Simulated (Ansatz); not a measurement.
Consider the following.

```
Os
1.0
    2.72679     0.00000     0.00000
   -1.36339     2.36147     0.00000
    0.00000     0.00000     4.30391
Os
2
Cartesian
  1.36339   0.78716   3.22794
  0.00000   1.57431   1.07598
```

No spin polarisation.

The values are results of Ansatz (a first-principles code), PBE, PAW, cutoff 420 eV, no spin-orbit coupling, not measurements. Settings: 24×24×13 k-points, 0.1 eV Fermi–Dirac smearing.

**Question.** Predict the pressure and space group.

**Answer.** The pressure (mean of the normal stresses, compression positive) is 12.9 GPa. The space group comes out as P6_3/mmc (No. 194).

The cells carry an imposed strain or load. Whether these cells are dynamically stable was not tested. All final runs are without spin polarisation. The cell was made from Os in the hcp (Mg type) structure (space group P6_3/mmc, No. 194) by this change: isotropic strain −1.00 %.
